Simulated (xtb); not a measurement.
xtb 6.7.1, GFN1-xTB: CSc1ccc([Si](C)(C)c2sc(C)cc2C)s1, 35 atoms. The geometry is a generated start, not checked to be a minimum at this level.

```yaml
method: GFN1-xTB
"--acc": 1 (default)
"--etemp (K)": 300 (default)
detailed input (--input): "none: ANC optimiser, Lindh (1995) Hessian, microcycle=20, maxdispl=1.0, hlow=0.01 (default)"
basis_functions: 128
valence_electrons: 92
```

The structure is relaxed from this start with --opt LEVEL for the levels crude, sloppy, loose, lax, normal, tight, vtight, extreme, once each. Up to the end of the extreme run atoms move by at most 1.4 Å along an axis.

**Question.** What is the loosest level that ends within 1 meV of the extreme run, and how many cycles does it take?

**Answer.** tight: 78 cycles against 115, ending 0.15 meV above.

```
level    cycles  energy above the extreme run (meV)  gradient norm (eV/Å)
-------  ------  ----------------------------------  --------------------
crude         4                                  86                  0.19
sloppy       14                                  32                  0.20
loose        14                                  32                  0.20
lax          18                                  29                  0.11
normal       45                                 8.1                 0.034
tight        78                                0.15                 0.012
vtight       94                               0.053                0.0021
extreme     115                                   —                0.0021
```
